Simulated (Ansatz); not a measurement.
Given:

End structure of Ag on a Au site (middle of the slab) in a 3x3 cell of the 1x1 (111) surface of fcc Au (the real clean face reconstructs):

```
CELL_PARAMETERS angstrom
      8.81878     0.00000     0.00000
     -4.40939     7.63729     0.00000
      0.00000     0.00000    26.50000
ATOMIC_POSITIONS crystal
  Au 0.11111 0.22222 0.36414
  Au 0.11111 0.55556 0.36414
  Au 0.11111 0.88889 0.36414
  Au 0.44444 0.22222 0.36414
  Au 0.44444 0.55556 0.36414
  Au 0.44444 0.88889 0.36414
  Au 0.77778 0.22222 0.36414
  Au 0.77778 0.55556 0.36414
  Au 0.77778 0.88889 0.36414
  Ag 0.22222 0.11111 0.45453
  Au 0.22234 0.44374 0.45522
  Au 0.22234 0.77860 0.45522
  Au 0.55473 0.11099 0.45522
  Au 0.55473 0.44374 0.45522
  Au 0.55556 0.77778 0.45533
  Au 0.88959 0.11099 0.45522
  Au 0.88889 0.44444 0.45515
  Au 0.88959 0.77860 0.45522
  Au 0.00062 0.00031 0.54448
  Au 0.00022 0.33312 0.54446
  Au 0.00022 0.66710 0.54446
  Au 0.33302 0.00031 0.54448
  Au 0.33302 0.33271 0.54448
  Au 0.33350 0.66675 0.54471
  Au 0.66659 0.99984 0.54471
  Au 0.66623 0.33312 0.54446
  Au 0.66659 0.66675 0.54471
  Au 0.11111 0.22222 0.63580
  Au 0.11101 0.55551 0.63570
  Au 0.11111 0.88889 0.63580
  Au 0.44444 0.22222 0.63580
  Au 0.44453 0.55572 0.63614
  Au 0.44453 0.88881 0.63614
  Au 0.77783 0.22232 0.63570
  Au 0.77783 0.55551 0.63570
  Au 0.77761 0.88881 0.63614
```

Set-up: 36 atoms, 7.2 Å thick at the start (thin: gaps and levels are the slab's own); mesh 4x4x1; 0.1 eV smearing; dipole correction on; 9 atoms held, the rest relaxed; held to the start's symmetry, so lower structures may exist; no spin, no spin-orbit, no U.

Problem. Estimate the formation energy against fcc Ag, fcc Au that PBE (Ansatz, a program for electronic structure) returns for this input.

Solution. -5.6 kcal/mol

Problem. What work function of the top face does PBE give?

Solution. 5.13 eV

Problem. What change of the work function does PBE give?

Solution. 0.002 eV

Problem. What is the computed change of the step from the bottom to the top vacuum level, against the clean slab (PBE)?

Solution. 0.018 eV
